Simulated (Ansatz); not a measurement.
Cd₂TeSe (P-4m2, No. 115, 4 atoms in the cell; start mp-1226952) was calculated with PBE0 (Ansatz, a quantum-chemistry and plane-wave program, plane waves, PAW).

Settings: plane-wave cutoff 460 eV, 6×6×4 k mesh (along the axes of the cell as run), Fermi–Dirac smearing 0.01 eV, scalar-relativistic PAW data made under PBE.

Cell (relaxed with PBEsol):

```
CELL_PARAMETERS angstrom
      4.45130     0.00000     0.00000
      0.00000     4.45130     0.00000
      0.00000     0.00000     6.26852
ATOMIC_POSITIONS crystal
  Cd 0.50000 0.00000 0.76757
  Cd 0.00000 0.50000 0.23243
  Te 0.00000 0.00000 0.50000
  Se 0.50000 0.50000 0.00000
```

Q: Estimate the band gap that the calculation returns.

A: 
band gap: 1.97 eV (on the SCF k mesh)

Note: cell and atoms aren't relaxed at this level (pressure 1.4 GPa).

Spin–orbit coupling is not included; with these elements it can move the gap by several tenths of an eV or more.

Static lattice: no zero-point or thermal effects.

A start named mp-… is a Materials Project structure, which need not be a measured phase.
